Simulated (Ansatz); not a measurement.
CdS: energy against volume

CdS (zinc blende, F-43m, 25.382 Å³/atom and stress up to 0.01 GPa in the relaxed cell, cube axes along x, y and z) under an equal strain ε along all three axes. r2SCAN in Ansatz, a plane-wave DFT program (PAW, default set), 500 eV, 10×10×10 Γ-centred mesh, Fermi-Dirac smearing 0.05 eV; ions are relaxed, or left where forces stay under 0.02 eV/Å, within the symmetry of each cell.

Here V stands for volume and E for E less E0.

```csv
volume (Å³/atom),E less E0 (meV/atom),pressure (GPa)
23.8893,18.57,4.21
24.2569,10.28,3.04
24.6281,4.50,1.96
25.0032,1.11,0.95
25.3820,0.00,0.01
25.7646,1.06,-0.87
26.1511,4.15,-1.69
26.5414,9.19,-2.44
26.9356,16.07,-3.14
27.7356,?,?
```

Taking the third-order Birch-Murnaghan form, a cubic in V^(-2/3) for E over the 9 complete rows: With u = V^(-2/3) - 0.1158, the rows have u = 0.0047585, 0.0035374, 0.0023352, 0.0011507, -0.0000158, -0.0011649, -0.0022972, -0.0034126, -0.0045119. Least squares gives E = 0.006 + 35.6·u + 804577·u² + 1667343·u³. Residuals (row less fit): -0.003, 0.006, 0.002, -0.005, -0.006, 0.006, 0.000, 0.002, -0.001; standard error 0.006 (degrees of freedom: 5). Its minimum lies at u = -0.0000221, so V0 = (0.1157779)^(-3/2) = 25.38. There d²E/du² = 1609000 and d³E/du³ = 1.000e7, so B0 = (4/9) × 25.38^(-7/3) × 1609000 × 0.160218 = 60.5 GPa (the last factor turns the table's units into GPa), and B0' = 4 + (2/3) × 0.1157779 × (1.000e7)/1609000 = 4.5. B0' rests on the cubic coefficient alone and has a standard error of 0.1 from these residuals.

Q: What does the fit predict for E at V = 27.7356, and how far is the calculated value from it?

A: u = -0.0066623, so E = 0.006 + 35.6 × (-0.0066623) + 804577 × (-0.0066623)² + 1667343 × (-0.0066623)³ = 34.988 meV/atom. The calculation gives 35.00 meV/atom, 0.012 meV/atom above the prediction (0.0 % of the range of E in the table). The row lies outside the fitted rows, so this is an extrapolation. The scatter of the fitted rows lies at the last printed digit.

Other structures, which can take over under pressure, weren't tried. The same form fitted to the pressure column gives B0' = 4.5; series where the two differ by over 0.4 aren't shown. CdS is here a metastable form; wurtzite is the usual one. Rows are the converged runs of the series near zero and its far end, less any whose ions stayed unrelaxed beside relaxed ones; series whose fitted rows scatter by over a few per cent of the range, as at a crossing or softening among them, aren't shown in this form.
